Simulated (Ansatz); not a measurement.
The starting structures come from a database of crystals and need not be the phases stable at ambient conditions.

The decay constant κ of evanescent states in the gap governs leakage through a thin film.

```xyz
16
Lattice="4.4105 0.0000 0.0000 0.0000 7.6233 0.0000 0.0000 0.0000 10.5088" Properties=species:S:1:pos:R:3 pbc="T T T"
Ba     3.3079     1.5050     9.5405
Ba     1.1026     6.1183     0.9683
Ba     1.1026     2.3067     4.2861
Ba     3.3079     5.3167     6.2227
H      3.3079     1.9967     6.2870
H      1.1026     5.6266     4.2218
H      1.1026     1.8150     1.0326
H      3.3079     5.8084     9.4762
Br     1.1026     0.2720     7.1139
Br     3.3079     7.3513     3.3949
Br     3.3079     3.5397     1.8595
Br     1.1026     4.0837     8.6492
O      3.3079     2.7446     5.6748
O      1.1026     4.8787     4.8339
O      1.1026     1.0670     0.4205
O      3.3079     6.5563    10.0883
```

Space group of this cell: Pnma. The cell is taken as given; by r2SCAN its mean pressure is -0.6 GPa.

Transport runs along the normal of the first two printed cell vectors.

The gap is the functional's own, uncorrected, and κ follows it; spin-orbit coupling is left out. Mid-gap values are interpolated between the computed energies.

Q: Estimate the band gap and the smallest decay constant κ at mid-gap that r2SCAN (Ansatz, an electronic-structure program) returns for this system.

A: Gap 5.03 eV on a 8×4×4 mesh; κ = 0.366 1/Å, at the zone centre.
